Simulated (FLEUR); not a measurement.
Input and output of a self-consistent single point for Ag (Im-3m, 1 atom in the cell) (FLEUR).

Level of theory: LDA (Perdew-Zunger), all-electron FLAPW (FLEUR), scalar-relativistic valence run with FLEUR.

```yaml
crystal:
  lattice:
    - [-1.66393, 1.66393, 1.66393]
    - [1.66393, -1.66393, 1.66393]
    - [1.66393, 1.66393, -1.66393]
  atoms:
    - { symbol: Ag, position: [0.00000, 0.00000, 0.00000] }
```

Reference input (self-consistent single point, DFT, LDA (Perdew-Zunger), all-electron FLAPW (FLEUR), scalar-relativistic valence): Kmax = 4.5 1/bohr; GmaxXC = 22.5 1/bohr; xcFunctional = pz; jspins = 1; l_soc = F; mode = hist; fermiSmearingEnergy = 0.00367493 Htr; mesh (inpgen div1-3) = 5 5 5; inpgen gamma flag = false; Gmax = 22.5 1/bohr; numbands = 0; maxIterBroyd = 15. This run's input differs from it in these lines:

```diff
@@ -52,3 +52,3 @@
          <mtSphere radius="2.52" gridPoints="833" logIncrement="0.015"/>
-         <atomicCutoffs lmax="10" lnonsphr="8"/>
+         <atomicCutoffs lmax="4" lnonsphr="4"/>
          <electronConfig flipSpins="F">
```

Output, abridged:

```
      Welcome to FLEUR        (www.flapw.de)
      MaX-Release 8.1          (www.max-centre.eu)

 ========== k-point set info ==========
 Selected k-point list: default-1
 k-point list type: mesh
 5 x 5 x 5
 Number of k points: 10

 ------------Calculation Setup---------------------------
           1           2           5          10
 Number of basis functions:          239
************FLEUR-Warning*****************
Error message: Too low eigenvalue detected
Error occurred in subroutine: fermi
Hint: If the lowest eigenvalue is more than 1Htr below the lowest energy parameter, you probably have picked up a ghoststate
Error from PE:0/1
Warnings not ignored. To make the warning nonfatal create a file 'JUDFT_WARN_ONLY' in the working directory or start FLEUR with the -warn_only command line option.
```

The program stopped with an error. 

The starting cell comes from a database of computed structures (which also holds hypothetical and non-ambient phases and stackings), without a prior relaxation at this level. Its lattice was rescaled by up to half a per cent. Values depend on the basis (sphere radii, cutoffs, local orbitals), which need not be converged.
